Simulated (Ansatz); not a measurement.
```yaml
crystal:
  lattice:
    - [0.00000, 2.02856, 2.02856]
    - [2.02856, 0.00000, 2.02856]
    - [2.02856, 2.02856, 0.00000]
  atoms:
    - { symbol: Mg, position: [0.00000, 0.00000, 0.00000] }
    - { symbol: O, position: [0.50000, 0.50000, 0.50000] }
```

No spin polarisation.

Level of theory: plane-wave PAW DFT at the LDA level (Ansatz, an electronic-structure program, 420 eV), no SOC. Γ-centred 14×14×14 mesh, Fermi–Dirac width 0.05 eV.

Predict the gap character and electron mass.

The gap character is direct at Γ and the electron mass comes out as 0.39 mₑ (at Γ).

Load acts through the strain it causes; cell and atoms are relaxed under it. Masses are band curvatures over ±0.01 Å⁻¹ around the edge. Stability against distortions was not tested. No other phases were tried under pressure. The cell was made from MgO in the rock salt structure (space group Fm-3m, No. 225) by this change: pressure 15 GPa.
